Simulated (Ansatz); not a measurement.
## The (100) surface of fluorite-type NiSi2 in its 1x1 cell (cut with top plane 2 Si, bottom plane 2 Si), outermost plane spacing 1.36 Å in the ideal cut (one of several cuts of this face), with 2 Si a cell over the bulk's ratio

Method: PBE (plane waves to 420 eV, PAW; Ansatz, an electronic-structure program).

Set-up: 14 atoms, Ni4Si10, 10.9 Å thick at the start; mesh 10x10x1; 0.1 eV smearing; dipole correction on; all atoms relaxed; symmetry of the start imposed; no spin (magnetic order not tried), no spin-orbit, no U.

| Quantity | Result |
|---|---|
| work function of the top face | 4.74 eV |
| energy released by relaxation | 0.14 eV |
| cost | very roughly 4 core-minutes |
